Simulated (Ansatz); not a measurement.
Ga2O3: isotropic strain −2.95 %

The reference is Ga$_{2}$O$_{3}$ (space group Cmcm, No. 63; a = 2.7887 Å, b = 9.2751 Å, c = 7.1494 Å; a cell from a computed database, its experimental status unchecked).

Modification: an isotropic linear strain of −2.95 %, atoms relaxed at fixed cell.

Calculations: PBEsol/PAW in Ansatz (a program for electronic structure), no SOC. Γ-centred 12×12×5 mesh, Fermi–Dirac width 0.05 eV.

```tsv
quantity	base	changed	shift
volume per atom	9.25 Å³	8.45 Å³	-0.794 Å³
space group	Cmcm (No. 63)	Cmcm (No. 63)	–
shortest interatomic distance	1.946 Å	1.922 Å	-0.0234 Å
energy relative to the base (free energy F)	0 meV/atom	+51 meV/atom	+51 meV/atom
pressure (mean of the normal stresses, compression positive)	0.00 GPa	22.31 GPa	+22.317 GPa
band gap	1.48 eV	2.33 eV	+0.85 eV
smallest direct gap	1.53 eV	2.42 eV	+0.896 eV
width of the top valence band	0.88 eV	0.88 eV	+0.005 eV
largest internal atomic displacement	–	0.050 Å	–
```

Cost of the whole job for the changed cell (relaxation, final SCF and bands): very roughly 4 core-minutes.

Stability against distortions was not tested.
